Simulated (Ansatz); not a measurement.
These are PBE (plane waves to 420 eV, PAW; Ansatz, a program for electronic structure) values and carry that method's errors.

Electrostatic potential energy of an electron, averaged over planes parallel to the surface, in eV from the Fermi level, for a constructed model of the (100) surface of rock-salt TiN, a layer of Ag, one atom over each Ti (bottom of the slab: a bare face, its two planes held):

| z (Å) | V (eV) |
|---|---|
| 3.61 | 2.50 |
| 3.89 | 2.50 |
| 4.17 | 2.50 |
| 4.44 | 2.49 |
| 4.72 | 2.48 |
| 5.00 | 2.46 |
| 5.28 | 2.44 |
| 5.56 | 2.39 |
| 5.83 | 2.31 |
| 6.11 | 2.17 |
| 6.39 | 1.89 |
| 6.67 | 1.36 |
| 6.94 | 0.29 |
| 7.22 | -2.14 |
| 7.50 | -7.46 |
| 7.78 | -14.58 |
| 8.06 | -18.64 |
| 8.33 | -16.80 |
| 8.61 | -10.41 |
| 8.89 | -4.37 |
| 9.17 | -2.26 |
| 9.44 | -4.38 |
| 9.72 | -10.46 |
| 10.00 | -17.01 |
| 10.28 | -19.02 |
| 10.56 | -15.06 |
| 10.83 | -8.09 |
| 11.11 | -3.36 |
| 11.39 | -2.77 |
| 11.67 | -6.30 |
| 11.94 | -12.99 |
| 12.22 | -18.32 |
| 12.50 | -18.22 |
| 12.78 | -12.66 |
| 13.06 | -5.78 |
| 13.33 | -2.40 |
| 13.61 | -3.19 |
| 13.89 | -8.39 |
| 14.17 | -15.51 |
| 14.44 | -19.03 |
| 14.72 | -16.53 |
| 15.00 | -10.06 |
| 15.28 | -4.56 |
| 15.56 | -2.69 |
| 15.83 | -5.05 |
| 16.11 | -10.92 |
| 16.39 | -17.19 |
| 16.67 | -19.01 |
| 16.94 | -14.82 |
| 17.22 | -7.62 |
| 17.50 | -3.07 |
| 17.78 | -3.28 |
| 18.06 | -7.58 |
| 18.33 | -14.23 |
| 18.61 | -18.44 |
| 18.89 | -16.87 |
| 19.17 | -10.25 |
| 19.44 | -3.12 |
| 19.72 | 0.68 |
| 20.00 | 2.30 |
| 20.28 | 2.78 |
| 20.56 | 2.07 |
| 20.83 | -0.79 |
| 21.11 | -4.86 |
| 21.39 | -7.99 |
| 21.67 | -8.88 |
| 21.94 | -7.26 |
| 22.22 | -3.73 |
| 22.50 | 0.19 |
| 22.78 | 2.47 |
| 23.06 | 3.37 |
| 23.33 | 3.79 |
| 23.61 | 3.99 |
| 23.89 | 4.09 |
| 24.17 | 4.14 |
| 24.44 | 4.16 |
| 24.72 | 4.17 |
| 25.00 | 4.18 |
| 25.28 | 4.18 |
| 25.56 | 4.18 |
| 25.83 | 4.18 |
| 26.11 | 4.18 |

Set-up: 13 atoms, 13.8 Å thick at the start with caps and adatoms (thin: gaps and levels are the slab's own); mesh 12x12x1; 0.1 eV smearing; dipole correction on; 4 atoms held, the rest relaxed; start symmetry kept, larger cells not searched; no spin, no spin-orbit, no U. In PBE it lies 0.08 eV a 1x1 cell over the lowest computed structure of the same composition (a layer of Ag, one atom over each N).

Problem. The surface cell has an area of 9.02 Å². What dipole along the normal does the step between the two vacuum levels imply?

Solution. the top vacuum level lies 1.68 eV above the bottom one; p = −ε₀ A ΔV (ε₀ = 0.005526 e/(V·Å)) gives -0.08 e·Å a cell.
